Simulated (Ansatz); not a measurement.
AlB2-type MgB2: LDA at its full settings (plane-wave cutoff 520 eV, 24×24×16 k mesh (along the axes of the cell as run), Fermi–Dirac smearing 0.05 eV, scalar-relativistic PAW data made under PBE) and at cheaper ones, in a cell of 3 atoms with Γ-centred meshes.

```json
[
 {"level and setting": "LDA (Ansatz)", "lattice parameter a (Å)": "3.036", "c axis length (Å)": "3.453", "bulk modulus B0 (GPa)": "155"},
 {"level and setting": "LDA (250 eV cutoff) (Ansatz)", "lattice parameter a (Å)": "3.036", "c axis length (Å)": "3.458", "bulk modulus B0 (GPa)": "151"},
 {"level and setting": "LDA (Γ point alone) (Ansatz)", "lattice parameter a (Å)": "2.738", "c axis length (Å)": "6.366", "bulk modulus B0 (GPa)": "63.7"},
 {"level and setting": "LDA (4×4×4 k mesh) (Ansatz)", "lattice parameter a (Å)": "3.020", "c axis length (Å)": "3.483", "bulk modulus B0 (GPa)": "157"}
]
```

Largest shifts from the full settings: lattice constant a -9.82 % (LDA (Γ point alone)), against a difference of -1.52 % of the full result from the reference 3.083 Å (measured, 300 K, no zero-point or thermal correction; as tabulated in Loa et al. (2002), arXiv:cond-mat/0206051); lattice parameter c +84 % (LDA (Γ point alone)), against a difference of -1.93 % of the full result from the reference 3.521 Å (measured, 300 K, no zero-point or thermal correction; as tabulated in Loa et al. (2002), arXiv:cond-mat/0206051); bulk modulus -59 % (LDA (Γ point alone)), against a difference of +2.6 % of the full result from the reference 151 ± 5 GPa (measured, room temperature, not corrected to a static lattice, B' fixed at 4, our sources range from 147 to 151; as tabulated in Vogt et al. (2001), arXiv:cond-mat/0102480).

The full settings aren't shown to be converged themselves.

Ansatz's density-functional and Hartree–Fock values are scalar-relativistic unless marked +SOC, with PAW data made under PBE.

Run with cheap settings on purpose, which may leave them unconverged: LDA (250 eV cutoff), LDA (4×4×4 k mesh), LDA (Γ point alone).

Ansatz is an electronic-structure program.
